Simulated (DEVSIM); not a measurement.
Structure: Pd/HfO2/n-Si capacitor, at 400 K.

```csv
layer (left to right),material,thickness (nm),Nd (cm⁻³)
1,HfO2,19.0,-
2,Si,1900,9e16
```

Metal gate on the left, work function 5.2 eV. Fixed charge at the semiconductor interface 3.3e10 cm⁻² (in units of +e); no interface traps.

This is a model device: material constants are rounded textbook-type values typed into the input, and sizes, dopings and lifetimes were drawn at random. Values at 300 K; Nc and Nv go as T^1.5, mobilities as T to minus their exponent, the gap by Varshni's rule with the affinity fixed.

```csv
parameter,HfO2,Si
gap (eV),5.7,1.124
affinity (eV),2.5,4.05
permittivity,22,11.7
Nc (cm⁻³),-,2.86e19
Nv (cm⁻³),-,3.1e19
Varshni α (eV/K),-,0.000473
Varshni β (K),-,636
```

Simulated with DEVSIM: 1D Poisson equation in equilibrium, Boltzmann statistics, complete ionisation; no quantum confinement or tunnelling. Metal contacts follow the ideal Schottky-Mott rule: no Fermi-level pinning, no interface dipoles.

### Question
Give the band bending (positive: bands bend down) and minority sheet density.

### Answer

```csv
Vg (V),ψs (V),minority carriers (cm⁻²)
-0.7,-0.883,3.8e12
-0.4,-0.851,2.1e12
-0.1,-0.791,6.1e11
0.2,-0.603,4.1e9
0.5,-0.338,< 1e8
0.8,-0.091,< 1e8
1.1,0.082,< 1e8
1.4,0.159,< 1e8
1.7,0.200,< 1e8
```
